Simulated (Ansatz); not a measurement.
For Ta2O5 (model structure, Pbam, No. 55, 14 atoms in the cell), LDA (Ansatz, an electronic-structure program, plane waves, PAW) gives:

| Property | Value |
|---|---|
| cohesive energy | 8.60 eV/atom |
| band gap | 2.13 eV |

**Question.** What does r²SCAN in Ansatz (plane waves, PAW) give for the same quantities?

**Answer.** 
- cohesive energy: 7.37 eV/atom (falls by 1.23 eV/atom)
- band gap: 2.69 eV (goes up by 0.56 eV)

Changes are worked out from the printed values.

Unless a cell is named, each level is at its own relaxed cell (LDA 11.99, r²SCAN 12.31 Å³/atom).

Levels without +SOC leave out spin–orbit coupling, which shifts energies and cells of such heavy elements.

Spin–orbit coupling is included only where a level's name says +SOC; with heavier elements it mostly lowers gaps and can invert bands. Density-functional gaps are differences of (generalised) Kohn–Sham levels.

Ansatz's density-functional and Hartree–Fock values are scalar-relativistic unless marked +SOC, with PAW data made under PBE.

A model structure was made by putting elements into a prototype or built by hand; it is no filed structure, need not be a known phase, and can be a saddle point held by its symmetry.
